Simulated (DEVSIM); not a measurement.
Device: TaN/La2O3/n-Ge capacitor, at 250 K.

```tsv
layer (left to right)	material	thickness (nm)	Nd (cm⁻³)
1	La2O3	5.50	-
2	Ge	6900	7.5e15
```

Metal gate on the left, work function 4.4 eV. Fixed charge at the semiconductor interface -2.6e10 cm⁻² (in units of +e); no interface traps.

Constants are typed, rounded textbook-type inputs, not results; the design itself was drawn at random and stands for no fabricated device. Values at 300 K; Nc and Nv go as T^1.5, mobilities as T to minus their exponent, the gap by Varshni's rule with the affinity fixed.

| parameter | La2O3 | Ge |
|---|---|---|
| gap (eV) | 5.8 | 0.664 |
| affinity (eV) | 1.8 | 4 |
| permittivity | 27 | 16 |
| Nc (cm⁻³) | - | 1.04e19 |
| Nv (cm⁻³) | - | 6e18 |
| Varshni α (eV/K) | - | 0.000477 |
| Varshni β (K) | - | 235 |

Model (solved in DEVSIM): 1D Poisson equation in equilibrium, Boltzmann statistics, complete ionisation; no quantum confinement or tunnelling. Metal contacts follow the ideal Schottky-Mott rule: no Fermi-level pinning, no interface dipoles.

The interface trap density was swept, all else fixed.

| interface trap density (cm^-2 eV^-1) | threshold voltage (band bending 2φF) (V) | minimum of the low-frequency capacitance (μF/cm²) |
|---|---|---|
| 0 | -0.15 | (withheld) |
| 1e10 | -0.15 | 0.0567 |
| 1e11 | -0.15 | 0.0706 |
| 3e11 | -0.16 | 0.101 |
| 1e12 | -0.16 | 0.205 |
| 2e12 | -0.18 | 0.346 |

Fill in the missing entries.


- 0, minimum of the low-frequency capacitance (μF/cm²): 0.0552
